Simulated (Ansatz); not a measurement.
Cu interstitial in alpha quartz: one set of geometries, relaxed with PBE, evaluated in Ansatz (PAW, plane waves to 420 eV, 500 eV under r2SCAN) with PBE, r2SCAN.

Cell and caveats: 72-site cell; 2×2×2 Γ-centred k-points; start: void with 6O2Si nearest; charged states image-corrected; no Hubbard U; corrections pass 1 eV, so highly charged states may be off by several tenths; flagged in the runs: a host whose relaxation on this sampling wasn't shown to rest, a strain field that reaches the edge of the cell.

| quantity | PBE | r2SCAN |
|---|---|---|
| host gap (eV) | 5.68 | 6.32 |
| ε(+2/+1) above the VBM (eV) | 0.14 | 0.56 |
| ε(+1/0) above the VBM (eV) | 4.88 | 5.46 |
| largest moment on one atom at charge +2 (μB) | 0.57 | 0.66 |
| neutral formation energy against fcc Cu (eV) | 4.53 | 4.54 |
| largest moment on one atom at charge 0 (μB) | 0.10 | 0.08 |

PBE narrows the gap by 0.64 eV against r2SCAN, the highest level run, and puts the levels 0.50 eV lower above the valence-band maximum on average.

Ansatz is a quantum-chemistry and plane-wave program.
